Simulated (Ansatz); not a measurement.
# TiC: stress against strain

TiC (rock salt, Fm-3m, 9.670 Å³/atom and stress up to 0.01 GPa in the relaxed cell) under an equal strain ε in the (001) plane with the normal axis free, as in a coherent film. LDA in Ansatz, a plane-wave DFT program (PAW, default set), 420 eV, 23×23×23 Γ-centred mesh, Fermi-Dirac smearing 0.10 eV; ions are relaxed, or left where forces stay under 0.02 eV/Å, within the symmetry of each cell. Stress is positive for a compressed cell.

Here s stands for strain and y for stress xx.

```
strain (%)  stress xx (GPa)
----------  ---------------
-3.00                     ?
-1.50                 10.80
-1.00                  6.99
-0.50                  3.40
0.00                   0.00
0.50                  -3.21
1.00                  -6.24
1.50                  -9.10
```

Taking a straight line for y over the 7 complete rows: Means: s 0, y 0.377. About the means, the sum of products is -46.385 and the sum of squares of s is 7.0000; the slope is their ratio. Least squares gives y = 0.377 - 6.6264·s. Residuals (row less fit): 0.483, -0.013, -0.290, -0.377, -0.274, 0.009, 0.463; standard error 0.387 (degrees of freedom: 5). The slope gives the biaxial elastic modulus of this plane = about 660 GPa.

Task: What does the fit predict for y at s = -3.00, and how far is the calculated value from it?

Result: y = 0.377 - 6.6264 × (-3.0) = 20.256 GPa. The calculation gives 23.57 GPa, 3.314 GPa above the prediction (10.1 % of the range of y in the table). The row lies outside the fitted rows, so this is an extrapolation. From the scatter of the fitted rows alone, a prediction at this place has a standard error of 0.603 GPa, so the miss is 5.5 times that.

A polynomial of degree 2 through the 12 other runs of the series gives 23.35 there, so most of the miss is curvature that the fit leaves out. In a metal these values are sensitive to mesh and smearing; energies are taken to zero smearing, stresses follow the free energy. The runs aren't spin-polarised. Rows are the converged runs of the series near zero and its far end; series whose fitted rows scatter by over a few per cent of the range, as at a crossing or softening among them, aren't shown in this form, nor equations of state whose B0' disagrees with the runs' pressures. Most that stay on the fit to the last digits aren't either.
